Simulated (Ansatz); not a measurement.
# A computed series for NbP: pressure series

The parent structure is NbP (space group I4_1md, No. 109; a = 3.340 Å, c = 11.448 Å).

Cell and atoms are relaxed at each pressure.

Computed with r2SCAN (Ansatz, a program for electronic structure; PAW; 500 eV plane waves; no spin-orbit coupling).

```csv
change,c/a ratio,volume per atom
base,3.428,15.96 Å³
pressure 0.9 GPa,3.425,15.89 Å³
pressure 2.1 GPa,3.421,15.80 Å³
pressure 4.5 GPa,3.414,15.61 Å³
pressure 9 GPa,3.402,15.30 Å³
pressure 15 GPa,3.387,14.92 Å³
pressure 22.5 GPa,3.368,14.51 Å³
pressure 30 GPa,3.350,14.14 Å³
```

Load acts through the strain it causes; cell and atoms are relaxed under it. Stability against distortions was not tested. No other phases were tried under pressure. All final runs are without spin polarisation.
